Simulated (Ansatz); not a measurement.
Structures of equal composition on the (111)B surface of 3C silicon carbide (C plane on top): (√3x√3)R30° Sn adatom at H3; (√3x√3)R30° Sn adatom at T4. The slabs share one bottom face, and each structure is named by its start. These are constructed structures in small cells; real faces may alloy, dewet or reconstruct in larger ones, and not all known structures of the face are among them. Slabs of about 11 Å, Fermi-Dirac smearing of 0.025 eV. Bottom of the slabs: H caps. Relaxed from the named starts with such symmetry as they have, on meshes of like density; energies extrapolated to zero smearing; spin only where a row says so; no spin-orbit coupling, no U. Brackets mark spin-polarised runs, whose order is one that fits the cell. Where a second, spin-polarised start was run, the lower counts.

The numbers are results of r2SCAN, at the PBE geometry (plane waves to 500 eV, PAW; Ansatz, a quantum-chemistry and plane-wave program), not measurements.

Task: Put the candidates in order of energy per 1x1 cell, lowest first, for r2SCAN, at the PBE geometry.

Result: (√3x√3)R30° Sn adatom at H3 (0.000 eV [spin, 1.0 μB a cell], gap 0.39 eV on the mesh), (√3x√3)R30° Sn adatom at T4 (0.049 eV [spin, 1.0 μB a cell], gap 0.31 eV on the mesh)
